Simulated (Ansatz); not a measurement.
Start from CdTe in the rock salt structure (space group Fm-3m, No. 225).

```xyz
2
Lattice="0.0000 2.9995 2.9995 2.9995 0.0000 2.9995 2.9995 2.9995 0.0000" Properties=species:S:1:pos:R:3 pbc="T T T"
Cd     0.0000     0.0000     0.0000
Te     2.9995     2.9995     2.9995
```

Level of theory: DFT with PBEsol, PAW potentials and a 420 eV plane-wave cutoff in Ansatz (a first-principles code), no spin-orbit coupling.

One change was made to it. Results:

| quantity | base | after |
|---|---|---|
| shortest interatomic distance | 3.000 Å | 2.926 Å |
| density | 7.38 g/cm³ | 7.95 g/cm³ |

### Question
Which of these changes matches the shifts?
(A) pressure −2 GPa
(B) pressure 0.7 GPa
(C) pressure 5 GPa

### Answer
C, pressure 5 GPa. For comparison, the shortest interatomic distance in the other runs: pressure 0.7 GPa gives 2.987 Å; pressure −2 GPa gives 3.039 Å.

Load acts through the strain it causes; cell and atoms are relaxed under it. Stability against distortions was not tested. No other phases were tried under pressure. All final runs are without spin polarisation. This is not the structure that CdTe has at room temperature and ambient pressure.
